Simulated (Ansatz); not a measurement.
System: CsCl-type AgCd. Method: r²SCAN (PAW; Ansatz, an electronic-structure program).

Run with plane-wave cutoff 560 eV, 16×16×16 k mesh, Fermi–Dirac smearing 0.05 eV, no spin polarisation, scalar-relativistic PAW data made under PBE.

Cell (relaxed at this level):

```
CELL_PARAMETERS angstrom
      3.34508     0.00000     0.00000
      0.00000     3.34508     0.00000
      0.00000     0.00000     3.34508
ATOMIC_POSITIONS crystal
  Cd 0.50000 0.50000 0.50000
  Ag 0.00000 0.00000 0.00000
```

Question: Give the computed bulk modulus.

Answer: 
bulk modulus: 87.0 GPa

The run finds no gap.

Note: the bulk modulus is −V dP/dV from two relaxed cells at ±2 % in volume.

Computed values are for the static lattice.
